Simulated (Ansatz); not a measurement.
Take Os in the hcp (Mg type) structure (space group P6_3/mmc, No. 194; a = 2.729 Å, c = 4.306 Å) as the base.

All numbers come from PBEsol/PAW in Ansatz (a quantum-chemistry and plane-wave program), without spin-orbit coupling.

One change was made to it. Results:

```
quantity                base    after
-------------------  -------  -------
lattice parameter a  2.729 Å  2.582 Å
c/a ratio              1.578    1.588
```

Task: What was done to the base?
(A) pressure 15 GPa
(B) pressure 30 GPa
(C) pressure 50 GPa
(D) pressure −2 GPa
(E) pressure 100 GPa

Result: E, pressure 100 GPa. For comparison, the lattice parameter a in the other runs: pressure 15 GPa gives 2.699 Å; pressure −2 GPa gives 2.734 Å; pressure 50 GPa gives 2.643 Å; pressure 30 GPa gives 2.673 Å.

Load acts through the strain it causes; cell and atoms are relaxed under it. No phonon test of stability was made. Competing high-pressure phases were not computed. The final runs are not spin-polarised.
